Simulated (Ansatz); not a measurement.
Defect: interstitial Cu in amorphous Si27O54 (a melt-quenched model of 81 atoms), charge state +1. These are PBE, PAW (plane waves to 420 eV; Ansatz, a program for electronic structure) values and carry that method's errors.

Settings: 81 host sites, the glass model's own volume, the Γ point alone, smearing 0.01 eV, spin-restricted, no image-charge correction. No zero-point or tunnelling terms. This is one neighbourhood of one small, fast-quenched model, and the added charge may sit on a native defect of the glass. The charge state is imposed; whether it is stable for some Fermi level was not computed. Sites that were not tried may lie lower. The start lies 0.17 eV above the lowest site run (PBE).

Barriers: single points on a 2×2×2 k-point mesh shifted by half a step at the bands' geometries.

Relaxed starting cell (atoms counted from 1):

```xyz
82
Lattice="10.4028 0.0000 0.0000 0.0000 10.4028 0.0000 0.0000 0.0000 10.4028" Properties=species:S:1:pos:R:3 pbc="T T T"
Si     9.3324     3.6851     8.3006
Si     5.6870     2.6763     7.3750
Si     9.8638     1.0895     4.6696
Si     9.3731     6.9986     8.7618
Si     3.3750     2.9477     5.5952
Si     8.3257     9.1070     8.1671
Si     2.7894     4.4374     9.6756
Si     3.3926     5.0102     3.4880
Si     1.0229     1.8965     7.1075
Si    10.0444     4.0988     3.9992
Si     7.9133     6.0273     4.7669
Si    10.1320     8.6472     0.9456
Si     5.7045     5.3190    10.3458
Si     3.2269     9.8584     7.3167
Si     7.9025     1.3166     6.4824
Si     5.9542     5.6518     7.1896
Si     5.8765     6.4654     2.5224
Si     7.5805    10.3170     0.4718
Si     3.8438     0.2748     4.2142
Si     1.4125     6.6491     4.7039
Si     1.3139     3.4466     1.6958
Si     6.3818     9.2570     3.0996
Si     7.1261     2.8428    10.1691
Si     9.4999     8.5127     3.9170
Si     2.9832     6.7261     7.4431
Si     3.1903     1.2302     9.2044
Si     2.0352     0.3372     1.5486
O      6.2990     1.4226     6.5729
O      8.2571    10.1784     6.9556
O      0.1246     0.9174     6.1979
O      8.9692     7.2348     4.8979
O      0.3846     2.9020     8.2272
O      4.1028     5.0223     0.0017
O      8.4964     2.7150     7.2232
O      3.3655    10.0014     5.7104
O      2.8417    10.3904     2.9329
O      4.2426     0.2465     8.3647
O      7.3843     1.5203     0.6443
O      4.8028     5.2780     2.7705
O      1.1755     9.4029     1.1007
O      9.9182     8.4927     8.1361
O      6.9372     6.2866     6.0566
O      1.2338     1.8045     1.6082
O      9.9565     7.2870    10.3282
O      9.6607     7.8673     2.3141
O      6.5340     9.6523     1.5044
O      2.4572     5.5768     8.5284
O      2.9567     8.3607     7.8722
O      4.1096     2.6142     7.0052
O      7.8149     7.5203     8.4223
O      6.0888     6.5772     0.8979
O      7.4411     9.9054     9.3040
O      3.1103     2.8413     9.2915
O      8.2867     1.3889     4.9166
O      1.9835     0.7409     7.9732
O      0.7125     8.0448     4.3641
O      4.5204     6.4108     7.0307
O      3.0447     0.5637     0.2565
O     10.0839    10.1460     3.8359
O      2.5423     3.8798     2.6595
O      1.5034     4.2531     0.2750
O     10.2776     4.1423     2.2933
O      8.5931     3.4084     9.7069
O      2.6450     6.4451     3.6307
O      6.4525     4.0301     0.6272
O      0.0419     2.5203     4.1304
O      5.3820    10.3009     3.8931
O      9.1356     9.8998     0.7404
O      3.7526     1.8715     4.4564
O      8.6253     4.5149     4.6804
O      0.6796     5.1630     4.6246
O      6.0555     2.5271     8.9550
O      3.6688     4.4085     4.9881
O      6.0964     4.0979     6.7422
O      9.5316     5.3882     8.2735
O      7.2430     6.0365     3.2781
O      7.8424     9.0886     3.7466
O      5.4417     7.9051     3.1103
O      6.2079     5.5654     8.8166
O      1.9481     6.6543     6.2360
O      1.8393     2.8415     6.1032
Cu     9.8760     5.9827     1.9504
```
Cell charge +1.

End state 1 differs by these moves (Å; atoms that move under 0.08 Å are left out):

| atom | element | Δx | Δy | Δz |
|---|---|---|---|---|
| 17 | Si | -0.03 | -0.02 | 0.08 |
| 44 | O | -0.10 | -0.02 | 0.04 |
| 51 | O | 0.14 | -0.10 | 0.06 |
| 65 | O | -0.06 | -0.08 | 0.01 |
| 82 | Cu | -1.69 | 0.74 | -1.00 |

Estimate the forward and backward barriers to end state 1 that PBE, PAW returns for this input.

forward 0.47 eV, backward 0.028 eV; at the saddle point atom 82 has neighbours O at 2.11, 2 O at 2.19, O at 2.28 Å. The saddle point's order was not checked.
